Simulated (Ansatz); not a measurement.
## PbTe: Pb → Sn

Consider PbTe in the rock salt structure (space group Fm-3m, No. 225; a = 6.569 Å).

One thing is altered: Sn takes the place of Pb on all its sites, then cell and atoms are relaxed.

All numbers come from Ansatz (a program for electronic structure), PBE, PAW, cutoff 420 eV, no SOC. Settings: 13×13×13 k-points, 0.05 eV Fermi–Dirac smearing, for the changed cell.

```tsv
quantity	base	changed	shift
density	7.85 g/cm³	6.21 g/cm³	-1.631 g/cm³
lattice parameter a	656.9 pm	640.9 pm	-16.0 pm
shortest interatomic distance	328.5 pm	320.5 pm	-8.0 pm
band gap	0.83 eV	0.05 eV	-0.78 eV
gap character	direct at L	direct at L	–
width of the top valence band	2.52 eV	3.49 eV	+0.975 eV
```

With Pb and Te present, leaving out spin-orbit coupling can change the band edges. Whether these cells are dynamically stable was not tested. A zero or small gap of SnTe can be the functional's error rather than a property of the material.
